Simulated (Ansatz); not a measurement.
Functionals compared on the (001) surface of kesterite Cu2ZnSnS4 in its 1x1 cell (cut with top plane Cu + Zn, bottom plane Cu + Zn), relaxed from an ideal cut (the real face may reconstruct), outermost plane spacing 1.32 Å in the ideal cut (one of several cuts of this face), with 1 Cu, 1 Zn a cell over the bulk's ratio (in the relaxation 4 Cu–Sn bonds formed), in Ansatz (plane waves, PAW). The structure was relaxed with PBE; the other rows are single points on it. Cutoff 420 eV (500 eV for r2SCAN).

Slab: 18 atoms, Cu5S8Sn2Zn3, 10.9 Å thick at the start; k 5x5x1, smearing 0.025 eV, dipole-corrected; all atoms relaxed; start symmetry kept, larger cells not searched; spin-polarised from one start with parallel moments (other orders not tried), ending with about 1.0 μB a cell, a value that depends on the mesh; orders that need a larger cell were not tried, no spin-orbit, no U. The slab shows no gap over 0.04 eV on its mesh. These notes are the PBE run's. r2SCAN: The program's check for a lower electronic state was not made.

```
functional  work function of the top face (eV)         rough cost of the single point
----------  ----------------------------------  -------------------------------------
PBE                                       4.80                                      –
LDA                                       5.08                 roughly 9 core-minutes
PBEsol                                    4.82                 roughly 8 core-minutes
RPBE                                      4.68  about 8 core-minutes (a rough figure)
r2SCAN                              (withheld)                roughly 10 core-minutes
```

**Question.** Some entries are withheld; supply them.

**Answer.** 
- r2SCAN, work function of the top face (eV): 4.87

Ansatz is a first-principles code.
